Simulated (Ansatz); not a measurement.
Al (model structure, Pm-3n, No. 223, 8 atoms in the cell)

Computed with PBEsol (PAW; Ansatz, a quantum-chemistry and plane-wave program).

Run with plane-wave cutoff 520 eV, 12×12×12 k mesh, Fermi–Dirac smearing 0.05 eV, scalar-relativistic PAW data made under PBE.

Cell (relaxed at this level):

```xyz
8
Lattice="5.1018 0.0000 0.0000 0.0000 5.1018 0.0000 0.0000 0.0000 5.1018" Properties=species:S:1:pos:R:3 pbc="T T T"
Al     0.0000     0.0000     0.0000
Al     2.5509     2.5509     2.5509
Al     1.2755     0.0000     2.5509
Al     3.8264     0.0000     2.5509
Al     2.5509     1.2755     0.0000
Al     2.5509     3.8264     0.0000
Al     0.0000     2.5509     1.2755
Al     0.0000     2.5509     3.8264
```

| Item | Value |
|---|---|
| band gap | zero (no gap) |
| bulk modulus | 78.1 GPa |

Note: the bulk modulus is −V dP/dV from two relaxed cells at ±2 % in volume; the relaxation could raise the start's symmetry but not lower it, so the cell can be a saddle point.

Computed values are for the static lattice.

A model structure was made by putting elements into a prototype or built by hand; it is no filed structure, need not be a known phase, and can be a saddle point held by its symmetry.
